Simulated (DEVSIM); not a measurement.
System: illuminated Si p-on-n cell, one wavelength, at 350 K.

Layer 1 from the left is Si, thickness (μm) 0.540, Na (cm⁻³) 1.2e19, τn (s) 3.2e-8, τp (s) 2.3e-6, absorption coefficient (cm⁻¹) 3100. Layer 2 from the left is Si, thickness (μm) 57.0, Nd (cm⁻³) 5.4e16, τn (s) 2.9e-6, τp (s) 2.9e-6, absorption coefficient (cm⁻¹) 3100.

Left contact: ohmic, minority electron recombination velocity 60000 cm/s. Right contact: ohmic, minority hole recombination velocity 70 cm/s. Voltage is applied to the left contact. Recombination: SRH at mid-gap, radiative, Auger. Light enters at the left, 2.4e17 photons cm⁻² s⁻¹, one pass, no reflection. Mobility is constant in doping.

Constants are typed, rounded textbook-type inputs, not results; the design itself was drawn at random and stands for no fabricated device. Values at 300 K; Nc and Nv go as T^1.5, mobilities as T to minus their exponent, the gap by Varshni's rule with the affinity fixed.

Si: gap (eV) 1.124, affinity (eV) 4.05, permittivity 11.7, Nc (cm⁻³) 2.86e19, Nv (cm⁻³) 3.1e19, μn (cm²/Vs) 1417, μp (cm²/Vs) 470, T exponent of μn 2.3, T exponent of μp 2.2, B (cm³/s) 4.7e-15, Cn (cm⁶/s) 2.8e-31, Cp (cm⁶/s) 9.9e-32, Varshni α (eV/K) 0.000473, Varshni β (K) 636.

DEVSIM, 1D drift-diffusion, Boltzmann statistics, complete ionisation; no tunnelling, impact ionisation, image-force lowering or self-heating.

Dark forward current:

```
|V| (V)  |J| (A/cm²)
-------  -----------
0.05        2.381e-8
0.10        8.618e-8
0.15        2.815e-7
0.20        9.995e-7
0.25        4.029e-6
0.30        1.813e-5
0.35        8.776e-5
0.40       0.0004423
0.45        0.002275
0.50         0.01181
0.55         0.06143
0.60          0.3147
0.65           1.499
0.70           5.890
0.75           19.34
0.80           63.30
0.85           217.1
0.90           703.3
0.95            1887
1.00            4038
```

Question: Work out the local ideality factor n = ΔV / (kT/q · ln(J2/J1)) between the rows 0.15 and 0.20 V, 0.50 and 0.55 V, 0.95 and 1.00 V.

Answer: kT/q = 30.16 mV. From 0.15 to 0.20 V: ln(9.995e-7/2.815e-7) = 1.267, n = 1.31. From 0.50 to 0.55 V: ln(0.06143/0.01181) = 1.649, n = 1.01, near the 1 of diffusion or emission over a barrier. From 0.95 to 1.00 V: ln(4038/1887) = 0.761, n = 2.18.

Question: What current could the absorbed light give at most, and what share is collected?

Answer: Σ αd = 17.8, so qΦ(1 − exp(−Σ αd)) = 38.5 mA/cm². The simulated short-circuit current is 36.78 mA/cm², a share of 0.96.

Question: Estimate the open-circuit voltage by superposition: the voltage at which the dark current equals that short-circuit current.

Answer: Interpolating ln J in the table gives 0.534 V. The simulation gives 0.534 V, the same within the digits that matter. Superposition holds where collection doesn't change with voltage.

Question: Estimate the fill factor from FF0 = (v − ln(v + 0.72))/(v + 1), v = qVoc/(nkT), with n from the dark curve.

Answer: The rows about Voc, 0.50 and 0.55 V, give n = 1.01, so v = 17.6 and FF0 = 0.790. The simulation gives 0.791, the same within the digits that matter.
